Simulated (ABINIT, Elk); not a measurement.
An Elk input for a self-consistent single point of HfC (Fm-3m, 2 atoms in the cell) (DFT, PBEsol, all-electron FP-LAPW, Elk's shipped species files, APW+lo basis with extra local orbitals):

```
tasks
  0

xctype
  22

rgkmax
  8.0

gmaxvr
  16.0

nxlo
  2

lorbcnd
  .true.

rmtscf
  0.89

lmaxi
  3

swidth
  0.00183747

maxscl
  100

scale
  6.162778486

avec
    0.0000000000    0.7071067812    0.7071067812
    0.7071067812    0.0000000000    0.7071067812
    0.7071067812    0.7071067812    0.0000000000

sppath
  './'

atoms
  2
  'Hf.in'
  1
  0.0000000000  0.0000000000  0.0000000000    0.0 0.0 0.0
  'C.in'
  1
  0.5000000000  0.5000000000  0.5000000000    0.0 0.0 0.0

ngridk
  10 10 10
```

Problem. Write the same calculation as an input for ABINIT.

Solution. One input that does it (others would too):

```
# HfC, JTH v2.0 PBE PAW
pp_dirpath "./"
pseudos "Hf.GGA_PBE-JTH.xml, C.GGA_PBE-JTH.xml"
acell 3.2612019307 3.2612019307 3.2612019307 Angstrom
rprim
        -0.0000000000    0.7071067812    0.7071067812
         0.7071067812    0.0000000000    0.7071067812
         0.7071067812    0.7071067812   -0.0000000000
natom 2
ntypat 2
znucl 72 6
typat 1 2
xred
         0.0000000000    0.0000000000    0.0000000000
         0.5000000000    0.5000000000    0.5000000000
ecut 42 Ry
pawecutdg 84 Ry
pawxcdev 0
ixc -116133
occopt 3
tsmear 0.00183747
nband 13
kptopt 1
ngkpt 10 10 10
nshiftk 1
shiftk 0 0 0
nstep 100
toldfe 1.0e-09
prtwf 0
prtden 0
```

Basis settings and potentials, where a program has them, do not carry over. This input uses DFT, PBEsol, plane waves, PAW (JTH v2.0 PBE PAW, files made for PBE).

The starting cell comes from a database of computed structures (which also holds hypothetical and non-ambient phases and stackings), without a prior relaxation at this level. Its lattice was rescaled by a random factor within 2.5 % of one.
